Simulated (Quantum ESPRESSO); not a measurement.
**How far to go with the k-point mesh at a smearing width of 0.05 eV: Rh (Fm-3m, 1 atom in the cell)**

```xyz
1
Lattice="0.0000 1.9095 1.9095 1.9095 0.0000 1.9095 1.9095 1.9095 0.0000" Properties=species:S:1:pos:R:3 pbc="T T T"
Rh     0.0000     0.0000     0.0000
```

Method of the run: PBE, PSlibrary ultrasoft (PBE) pseudopotentials (plane waves; Quantum ESPRESSO 7.5).

Base settings: ecutwfc = 60 Ry; ecutrho = 420 Ry; occupations = smearing; smearing = fermi-dirac; degauss = 0.0073499 Ry; potentials = {Rh: Rh.pbe-spn-rrkjus_psl.1.0.0.UPF}; K_POINTS = automatic 15 15 15 0 0 0; conv_thr = 1e-10 Ry.

In this ladder: degauss = 0.0036749 Ry.

The second cell is the first with its lattice scaled by 0.98.

Only quantities that move along the ladder and can be compared are tabulated.

The count of work is k-points × plane waves × bands × iterations; it is no time. Core times come from one kind of shared machine, to one figure; runs under 30 s give none.

The starting cell has typed, rounded lattice constants, without a prior relaxation at this level. Its lattice was rescaled by up to half a per cent. Spin polarisation is off.

| K_POINTS | free energy less the last step's (meV/atom) | energy of the compressed cell less the first (meV/atom) | pressure (GPa) | count of work / last | core time / last (rough) |
|---|---|---|---|---|---|
| automatic 5 5 5 0 0 0 | 140.79 | 73.77 | 4.14 | 0.010 | – |
| automatic 6 6 6 0 0 0 | 79.65 | 67.75 | 2.95 | 0.014 | – |
| automatic 8 8 8 0 0 0 | 29.08 | 64.29 | 2.37 | 0.030 | – |
| automatic 9 9 9 0 0 0 | 7.84 | 60.14 | 1.59 | 0.031 | – |
| automatic 11 11 11 0 0 0 | 7.70 | 61.68 | 1.89 | 0.049 | – |
| automatic 13 13 13 0 0 0 | -1.89 | 60.21 | 1.60 | 0.073 | – |
| automatic 16 16 16 0 0 0 | -0.10 | 60.24 | 1.61 | 0.13 | – |
| automatic 20 20 20 0 0 0 | -0.77 | 59.75 | 1.52 | 0.22 | – |
| automatic 24 24 24 0 0 0 | -0.42 | 59.62 | 1.49 | 0.36 | 0.5 |
| automatic 29 29 29 0 0 0 | 0.02 | 59.83 | 1.53 | 0.60 | 0.6 |
| automatic 35 35 35 0 0 0 | 0.00 | 59.88 | 1.54 | 1.0 | 1 |

Coarsest K_POINTS that holds the energy of the compressed cell less the first within 0.5 meV/atom of the last step, with all finer ones: automatic 13 13 13 0 0 0, at 0.073 of the last step's count of work; the step before is off by 1.8 meV/atom.

Coarsest K_POINTS that holds the pressure within 0.5 GPa of the last step, with all finer ones: automatic 9 9 9 0 0 0, at 0.031 of the last step's count of work; the step before is off by 0.82 GPa.

Coarsest K_POINTS that holds the free energy within 0.5 meV/atom of the last step, with all finer ones: automatic 24 24 24 0 0 0, at 0.36 of the last step's count of work; the step before is off by 0.77 meV/atom.

The energy difference between the two cells stays within 1 meV/atom of the last step's from automatic 13 13 13 0 0 0 on, the total only from automatic 16 16 16 0 0 0 on: much of the error is common to both cells and cancels.

Two neighbours can agree and both be off: automatic 9 9 9 0 0 0 and automatic 11 11 11 0 0 0 differ by 0.14 meV/atom in the free energy, yet lie about 7.7 meV/atom from the last step.
